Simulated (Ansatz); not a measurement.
System: cubic perovskite RbCdF3. Method: HSE06 (Ansatz, a program for electronic structure, PAW).

The input as run:

Ansatz 0.2 input:
```yaml
crystal:
  lattice:
    - [4.4813156638, 0.0, 0.0]
    - [0.0, 4.4813156638, 0.0]
    - [0.0, 0.0, 4.4813156638]
  atoms:
    - { symbol: Rb, position: [0.0, 0.0, 0.0] }
    - { symbol: Cd, position: [0.5, 0.5, 0.5] }
    - { symbol: F, position: [0.5, 0.0, 0.5] }
    - { symbol: F, position: [0.0, 0.5, 0.5] }
    - { symbol: F, position: [0.5, 0.5, 0.0] }
basis:
  ecutwfc: 460
  ecutrho_ratio: 4
  xc_grid: 2
kpoints:
  mp_grid: { grid: [6, 6, 6] }
hamiltonian:
  xc: hse06
  dispersion: none
  pseudopotentials: { kind: paw }
scf:
  occupations: { method: fermi_dirac, width: 0.01 }
  convergence: { dr2_threshold: 0.0000000005 }
output:
  forces: true
  stress: true
  eigenvalues: true
```

The run printed, among other lines:

```
WARN output.stress: scf.exx.energy_threshold = 1e-6 eV is looser than the 5e-8 eV advised for a stress under a hybrid functional (1e-8 eV for each atom of the …
Crystal: 5 atoms, lattice volume = 89.995 Å³
Basis set: ecut = 460 eV, 2007 PW (Γ), exchange–correlation on 64×64×64 points (8 copies of the dense FFT grid, shifted against one another)
Bands: 30, of which v1, the nominal top of the filled ones, is band 25 counted from 1 (24 counted from 0)
Symmetry: 48 space group operations
Space group: Pm-3m (ITA 221), of the structure as read, at distance tolerance 4.5e-5 Å
k-points: 20 of 216
SCF iter   1: F=—  HF=-13950.783580 eV  |F-HF|=—  |Δ(HF+E_count)|=         —  Δρ=1.50e-3  dr2=9.83e-4
SCF iter   2: F=-13950.783630 eV  HF=-13950.783576 eV  |F-HF|=5.36e-5  |Δ(HF+E_count)|=   4.25e-6  Δρ=4.87e-4  dr2=8.57e-5
Crystal: 5 atoms, lattice volume = 89.995 Å³
Initial density: handed on by an earlier stage of this run
  ...
Crystal: 5 atoms, lattice volume = 89.995 Å³
SCF iter   4: F=—  HF=-13956.480839 eV  |F-HF|=—  |Δ(HF+E_count)|=   9.58e-9  Δρ=1.58e-6  dr2=1.11e-9
SCF iter   5: F=-13956.480839 eV  HF=-13956.480839 eV  |F-HF|=5.46e-12  |Δ(HF+E_count)|=  3.33e-10  Δρ=1.36e-7  dr2=7.84e-11
SCF 3 converged in 5 iterations: F = -13956.480839 eV  dr2 = 7.84e-11
Free energy (F): -13956.480839 eV
Internal energy: -13956.480839 eV  (E = F + TS)
E sigma→0 (E₀):  -13956.480839 eV
Fermi energy:    5.019282 eV
--- Stress (GPa, compression-positive) ---
       -1.359435      -0.000000       0.000000
        0.000000      -1.359435       0.000000
        0.000000       0.000000      -1.359435
  P = ⅓ Tr σ = -1.3594 GPa (-13.594 kbar)
```

The cell is one volume of an energy–volume scan, off the minimum.

The PAW data were made under PBE.
